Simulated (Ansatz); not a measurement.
Convergence study of the k-point mesh for NiAl (P4mm, 2 atoms in the cell)

```yaml
crystal:
  lattice:
    - [2.88133, 0.00000, 0.00000]
    - [0.00000, 2.88133, 0.00000]
    - [0.00000, 0.00000, 2.88133]
  atoms:
    - { symbol: Al, position: [0.50000, 0.50000, 0.51735] }
    - { symbol: Ni, position: [0.00000, 0.00000, 0.00000] }
```

Level of theory: LDA (PW92), default PAW files made with PBE (plane waves; Ansatz, a program for electronic structure).

Base settings: basis.ecutwfc = 30.9 Ry; kpoints.mp_grid.grid = 11 11 11; hamiltonian.xc = lda; hamiltonian.pseudopotentials = {kind: paw} (the program's default PAW files); scf.occupations.method = fermi_dirac; scf.occupations.width = 0.0073 Ry.

The second cell is the first with its lattice scaled by 0.98.

Only quantities that move along the ladder and can be compared are tabulated.

The count of work is k-points × plane waves × bands × iterations; it is no time. Core times come from one kind of shared machine, to one figure; runs under 30 s give none.

The starting cell has typed, rounded lattice constants, without a prior relaxation at this level. Its lattice was rescaled by up to half a per cent. One atom was moved a little off its site on purpose. Spin polarisation is off. In the base run, with a pressure of about -8 GPa the cell is away from its equilibrium volume at this level. Ansatz's pressure includes its estimate of the finite-basis (Pulay) stress.

```csv
kpoints.mp_grid.grid,free energy less the last step's (meV/atom),energy of the compressed cell less the first (meV/atom),pressure (GPa),largest difference of a force vector from the last step's (eV/Å),count of work / last,core time / last (rough)
2 2 2,-12.78,-0.05,-5.39,0.076,0.0017,–
3 3 3,69.46,-12.46,-7.80,0.016,0.0017,–
4 4 4,-21.60,-19.72,-9.34,0.008,0.0050,–
5 5 5,12.27,-12.21,-7.70,0.001,0.0050,–
6 6 6,12.29,-13.67,-8.01,0.001,0.011,–
7 7 7,-5.75,-15.64,-8.43,0.001,0.011,–
8 8 8,0.33,-14.44,-8.19,0.002,0.021,–
9 9 9,1.92,-15.31,-8.36,0.001,0.021,–
10 10 10,-1.20,-15.47,-8.39,0.000,0.035,–
11 11 11,0.61,-14.51,-8.19,0.001,0.035,–
12 12 12,0.59,-14.91,-8.27,0.000,0.054,–
13 13 13,-0.78,-15.31,-8.36,0.000,0.054,–
15 15 15,0.30,-14.99,-8.29,0.000,0.080,–
16 16 16,-0.07,-15.10,-8.31,0.000,0.11,–
20 20 20,0.04,-15.04,-8.30,0.000,0.20,–
22 22 22,-0.02,-15.04,-8.30,0.000,0.26,–
25 25 25,0.00,-15.04,-8.30,0.000,0.33,0.5
27 27 27,-0.01,-15.04,-8.30,0.000,0.41,0.5
30 30 30,0.00,-15.04,-8.30,0.000,0.60,0.7
34 34 34,0.00,-15.04,-8.30,0.000,0.85,2
37 37 37,0.00,-15.04,-8.30,0.000,1.0,1
```

Coarsest kpoints.mp_grid.grid that holds the forces within 0.01 eV/Å of the last step, with all finer ones: 4 4 4, at 0.0050 of the last step's count of work; the step before is off by 0.016 eV/Å.

Coarsest kpoints.mp_grid.grid that holds the free energy within 1 meV/atom of the last step, with all finer ones: 11 11 11, at 0.035 of the last step's count of work; the step before is off by 1.2 meV/atom.

Coarsest kpoints.mp_grid.grid that holds the energy of the compressed cell less the first within 2 meV/atom of the last step, with all finer ones: 6 6 6, at 0.011 of the last step's count of work; the step before is off by 2.8 meV/atom.

The energy difference between the two cells stays within 1 meV/atom of the last step's from 7 7 7 on, the total only from 11 11 11 on: much of the error is common to both cells and cancels.

Two neighbours can agree and both be off: 5 5 5 and 6 6 6 differ by 0.01 meV/atom in the free energy, yet lie about 12 meV/atom from the last step.

Keys are those of Ansatz 0.2.
